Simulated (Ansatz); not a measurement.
Consider Ce in the fcc (Cu type) structure (space group Fm-3m, No. 225).

Space group Fm-3m (No. 225); a = 4.6641 Å, b = 4.6641 Å, c = 4.6641 Å, α = 90.00°, β = 90.00°, γ = 90.00°

```csv
atom,site,symmetry,x,y,z
Ce,4a,m-3m,0.0000,0.0000,0.0000
```
(The calculation used a cell of 1 atom; values per cell refer to that cell.)

Calculations: r2SCAN (Ansatz, a quantum-chemistry and plane-wave program; PAW; 500 eV plane waves; no spin-orbit coupling).

One change was made to it. Results:

The shortest interatomic distance increases by 0.026 Å (3.298 Å → 3.324 Å); the density decreases by 0.216 g/cm³ (9.17 g/cm³ → 8.96 g/cm³).

Task: Which of these changes matches the shifts?
(A) pressure 0.7 GPa
(B) pressure −1 GPa
(C) pressure 0.3 GPa
(D) pressure −2 GPa

Result: B, pressure −1 GPa. For comparison, the shortest interatomic distance in the other runs: pressure −2 GPa gives 3.355 Å; pressure 0.3 GPa gives 3.291 Å; pressure 0.7 GPa gives 3.281 Å.

The 4f electrons are in the valence with no U and their state was not checked, so volumes and moments can be off. Load acts through the strain it causes; cell and atoms are relaxed under it. Stability against distortions was not tested. Starting moments died away, wholly or in part, for the base; another magnetic solution may exist. The final runs are not spin-polarised.
